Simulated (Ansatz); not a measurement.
The starting structures come from a database of crystals and need not be the phases stable at ambient conditions.

Tunnelling through a barrier is set by its complex band structure: the current falls as exp(−2κd) with the smallest κ.

Data:

```yaml
crystal:
  lattice:
    - [6.62407, 0.00000, 0.00000]
    - [1.68946, 7.63187, 0.00000]
    - [-3.24515, 2.18474, 5.34548]
  atoms:
    - { symbol: Cs, position: [0.64626, 0.70748, 0.64626] }
    - { symbol: Cs, position: [0.35374, 0.29252, 0.35374] }
    - { symbol: Pt, position: [0.50000, 0.00000, 0.00000] }
    - { symbol: Pt, position: [0.00000, 0.00000, 0.50000] }
    - { symbol: Pt, position: [0.00000, 0.00000, 0.00000] }
    - { symbol: Se, position: [0.72136, 0.22198, 0.05666] }
    - { symbol: Se, position: [0.27864, 0.77802, 0.94334] }
    - { symbol: Se, position: [0.05666, 0.22198, 0.72136] }
    - { symbol: Se, position: [0.94334, 0.77802, 0.27864] }
```

Space group of this cell: Fmmm. The cell is taken as given.

Transport runs along the normal of the first two printed cell vectors.

The gap is the functional's own, uncorrected, and κ follows it; spin-orbit coupling is left out. Mid-gap values are interpolated between the computed energies.

Task: Compute, with r2SCAN in Ansatz (a quantum-chemistry and plane-wave program), the band gap and the smallest decay constant κ at mid-gap.

Result: Gap 1.57 eV on a 6×6×6 mesh; κ = 0.262 1/Å, at (0.000, 0.500) of the in-plane reciprocal vectors. At the zone centre, at the nearest computed energy, the slowest state has κ = 0.34 1/Å.
